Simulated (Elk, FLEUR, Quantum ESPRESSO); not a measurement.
## NdAs (Fm-3m, 2 atoms in the cell) computed with different codes at matched settings

Self-consistent single point, at a second geometry (lattice scaled by 0.98). First geometry:

```xyz
2
Lattice="0.0000 3.0224 3.0224 3.0224 0.0000 3.0224 3.0224 3.0224 0.0000" Properties=species:S:1:pos:R:3 pbc="T T T"
Nd     3.0224     3.0224     3.0224
As     0.0000     0.0000     0.0000
```
Moments meant for the start (each program seeds them in its own way; μB, in the order of the atoms Nd As): 3.0 0.0.

Shared settings, as Quantum ESPRESSO writes them: occupations = smearing; smearing = gauss; degauss = 0.0036749 Ry; nspin = 2; K_POINTS = automatic 10 10 10 0 0 0. Potentials and cutoffs stand in the table.

```json
[
 {"code": "Elk", "model": "LDA (PW92), all-electron FP-LAPW, Elk's shipped species files, LAPW+lo basis", "size of the net moment (μB/atom)": "1.50", "cutoff": "rgkmax 7.5"},
 {"code": "Quantum ESPRESSO", "model": "LDA (PZ), SSSP 1.1.2 efficiency (PBE) pseudopotentials", "size of the net moment (μB/atom)": "1.50", "cutoff": "50 Ry"},
 {"code": "FLEUR", "model": "LDA (Perdew-Zunger), all-electron FLAPW (FLEUR), scalar-relativistic valence", "size of the net moment (μB/atom)": "1.50", "cutoff": "Kmax 3.8 1/bohr"}
]
```

On Elk's run: spin-orbit coupling is off. With one magnetic atom in the cell only a parallel order is possible. With U or open f shells several self-consistent states can exist. The f electrons are in the valence without U or exact exchange, which can misplace them near the Fermi level. Spin-orbit terms, which matter for f shells, are left out.

The spread over the programs that give each value: size of the net moment within 0.00 μB/atom.

Elk and FLEUR treat all electrons, but the usual bases taken here (sphere radii, linearisation, local orbitals, empty states) were not tested for convergence, so the values are no reference for the others. The same LDA comes in different parametrisations, which differ slightly.

The starting cell comes from a database of computed structures (which also holds hypothetical and non-ambient phases and stackings), without a prior relaxation at this level. For this run, on top of that: lattice scaled by 0.98.

Left out of this page: Ansatz (unsound by tests on forces, stress, charge or solver warnings).
